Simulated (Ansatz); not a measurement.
```yaml
crystal:
  lattice:
    - [3.60586, 0.00000, 0.00000]
    - [0.00000, 7.98118, 0.00000]
    - [0.00000, 0.00000, 4.89352]
  atoms:
    - { symbol: S, position: [0.50000, 0.70297, 0.77607] }
    - { symbol: S, position: [0.00000, 0.50000, 0.27225] }
    - { symbol: S, position: [0.50000, 0.29703, 0.77607] }
    - { symbol: S, position: [0.00000, 0.00000, 0.12808] }
    - { symbol: Be, position: [0.00000, 0.71800, 0.99946] }
    - { symbol: Be, position: [0.50000, 0.50000, 0.51248] }
    - { symbol: Be, position: [0.00000, 0.28200, 0.99946] }
    - { symbol: Ca, position: [0.50000, 0.00000, 0.53613] }
```

No spin polarisation.

Calculations: PBE, PAW, 420 eV (Ansatz, a program for electronic structure; no spin-orbit coupling). Settings: 9×4×7 k-points, 0.05 eV Fermi–Dirac smearing.

Q: Predict the band gap, valence-band top at Γ and electron mass.

A: The band gap is 2.11 eV, the valence-band top at Γ (three highest levels, from the VBM) is 0.00, -0.57, -0.58 eV and the electron mass is 0.44 mₑ along a, 1.1 mₑ along b, 0.46 mₑ along c (at Γ).

These are small ordered cells, not random alloys; other orderings at the same x differ. Masses are band curvatures over ±0.01 Å⁻¹ around the edge. Whether these cells are dynamically stable was not tested. The cell was made from BeS by this change: x(Ca) = 0.25, 8 atoms, Pmm2.
